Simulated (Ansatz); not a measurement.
LiF (Fm-3m) under hydrostatic pressure (compression positive): hole conductivity mass by r2SCAN, rigid bands (plane waves, PAW, scalar-relativistic; Ansatz, an electronic-structure program). The unloaded cell, whose axes the loads refer to:

```
LiF
1.0
    0.00000     2.00394     2.00394
    2.00394     0.00000     2.00394
    2.00394     2.00394     0.00000
Li F
1 1
Direct
  0.00000   0.00000   0.00000
  0.50000   0.50000   0.50000
```

```json
[
 {"hydrostatic pressure (compression positive) (GPa)": "-3.6", "volume per atom (Å³)": "8.51", "hole conductivity mass (mₑ)": "3.82"},
 {"hydrostatic pressure (compression positive) (GPa)": "-2.4", "volume per atom (Å³)": "8.34", "hole conductivity mass (mₑ)": "3.75"},
 {"hydrostatic pressure (compression positive) (GPa)": "-1.2", "volume per atom (Å³)": "8.19", "hole conductivity mass (mₑ)": "3.69"},
 {"hydrostatic pressure (compression positive) (GPa)": "0", "volume per atom (Å³)": "8.05", "hole conductivity mass (mₑ)": "3.63"},
 {"hydrostatic pressure (compression positive) (GPa)": "1.2", "volume per atom (Å³)": "7.92", "hole conductivity mass (mₑ)": "3.58"},
 {"hydrostatic pressure (compression positive) (GPa)": "2.4", "volume per atom (Å³)": "7.80", "hole conductivity mass (mₑ)": "3.51"},
 {"hydrostatic pressure (compression positive) (GPa)": "4.8", "volume per atom (Å³)": "7.59", "hole conductivity mass (mₑ)": "3.43"},
 {"hydrostatic pressure (compression positive) (GPa)": "7.2", "volume per atom (Å³)": "7.40", "hole conductivity mass (mₑ)": "?"}
]
```

Problem. Fit a straight line to ln(hole conductivity mass) against the load over the rows given, and predict the row at 7.2 GPa.

Solution. The means are x̄ = 0.171 GPa and ȳ = 1.2886; Σ(x − x̄)(y − ȳ) = -0.6500 and Σ(x − x̄)² = 50.19, so the slope is -1.30 % per GPa, and the rows given lie within 0.42 % of the line. At 7.2 GPa the line gives 3.31 mₑ; the calculation gives 3.35 mₑ, 1.1 % from it.

Masses are for dilute carriers at 300 K, harmonic means over directions unless an axis is named. Spin-orbit coupling is left out. Stresses and pressures are the targets of the relaxation. The structure type is held at every load. Geometry: cell and atoms relaxed with PBEsol.
